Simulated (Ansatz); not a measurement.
HfO$_{2}$ (P2_1/c), PBEsol, rigid bands (Ansatz, a quantum-chemistry and plane-wave program): N_v = 1.91e20 cm⁻³ at 300 K and a hole conductivity mass of 2.32 mₑ along z (a = (5.10, 0.00, 0.00) Å; b = (0.00, 5.18, 0.00) Å; c = (-0.88, 0.00, 5.20) Å).

Problem. For 1e16 holes per cm³ at 300 K, place the Fermi level, estimate the Seebeck coefficient of a parabolic band with constant τ, and give mobility and conductivity for τ = 20 fs.

Solution. The level lies k_BT ln(N_v/p) = 0.255 eV above the valence-band maximum. S ≈ +(k_B/e)[ln(N_v/p) + 5/2] = 1065 μV/K, against 1063 μV/K from the full bands (mean over directions). μ = eτ/m = 15.2 cm²/(V·s) and σ = peμ = 0.0243 S/cm. τ is assumed, not computed.

Band transport and this doping are assumed; polarons and phonon drag are left out. Spin-orbit coupling is left out; with 5d elements it also splits d-like band edges.
